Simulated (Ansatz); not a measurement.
Start from ZrO2 in the fluorite structure (space group Fm-3m, No. 225; a = 5.1159 Å).

Perturbation: every lattice vector is stretched by 5.38 %, atoms relaxed at fixed cell.

Levels (all Ansatz, a first-principles code, PAW): PBE (420 eV, no spin-orbit coupling); r2SCAN (500 eV, spin-orbit coupling left out); HSE06 (420 eV, no spin-orbit coupling); PBE+SOC (420 eV, spin-orbit coupling included).

One geometry, relaxed with PBE, under each level:

Notes on the quantities. electron mass: degenerate bands, along [100].

```tsv
level	band gap	lowest conduction level above the VBM at special points	electron mass	pressure
PBE	2.86 eV	Γ 2.86 eV; X 3.19 eV; L 3.32 eV; K 3.36 eV	0.64, 2.5 mₑ (at Γ)	-26.59 GPa
r2SCAN	3.32 eV	Γ 3.32 eV; X 3.63 eV; L 3.76 eV; K 3.78 eV	0.69, 2.5 mₑ (at Γ)	-30.91 GPa
HSE06	___	___	–	–
PBE+SOC	2.86 eV	Γ 2.86 eV; X 3.20 eV; L 3.29 eV; K 3.35 eV	0.64, 2.5 mₑ (at Γ)	-26.59 GPa
```

### Question
Give the withheld HSE06 results.

### Answer

- HSE06, band gap: 4.38 eV
- HSE06, lowest conduction level above the VBM at special points: Γ 4.38 eV; X 4.67 eV; L 4.87 eV

Single points use the geometry relaxed with PBE. Their cutoffs differ, which shifts pressures a little. HSE06 was sampled on its mesh, a few special points and the semilocal edge points, so its gap is an upper bound. The spin-orbit shifts are approximate. The cells carry an imposed strain or load. Effective masses come from finite differences of ±0.01 Å⁻¹. Stability against distortions was not tested. This is not the structure that ZrO2 has at room temperature and ambient pressure.
